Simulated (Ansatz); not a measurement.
## The (111) surface of rock-salt TiN in its 1x1 cell (cut with top plane Ti, bottom plane N), outermost plane spacing 1.23 Å in the ideal cut

These are r2SCAN, at the PBE geometry (plane waves to 500 eV, PAW; Ansatz, a first-principles code) values and carry that method's errors.

Set-up: 10 atoms, N5Ti5, 11.0 Å thick at the start; mesh 14x14x1; 0.1 eV smearing; dipole correction on; single point; on the structure that PBE left under its start's symmetry; no spin, no spin-orbit, no U.

| Quantity | Result |
|---|---|
| surface energy (mean of two unlike faces) | 3.58 J/m² |
| work function of the top face | 4.76 eV |
| cost | around 60 core-seconds (rough) |
